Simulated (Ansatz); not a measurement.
A constructed model of the (0001) surface of hcp Co, ferromagnetic, a layer of In in place of the third plane (bottom of the slab: a bare face, its two planes held)

These are PBE (plane waves to 420 eV, PAW; Ansatz, an electronic-structure program) values and carry that method's errors.

Model: 6-atom slab, 10.3 Å thick at the start with caps and adatoms (thin: gaps and levels are the slab's own), 17x17x1 mesh, Fermi-Dirac 0.1 eV, dipole correction, 2 atoms held, the rest relaxed; start symmetry kept, larger cells not searched; spin-polarised, ending with about 8.1 μB a cell; orders that need a larger cell were not tried, no spin-orbit, no U. It is one candidate, not shown to be the stable structure of the face.

```json
{
 "work_function_of_the_top_face": "5.01 eV",
 "energy_released_by_relaxation": "0.56 eV",
 "magnetic_moment_of_the_cell": "8.11 μB",
 "cost": "about 5 core-minutes (a rough figure)"
}
```
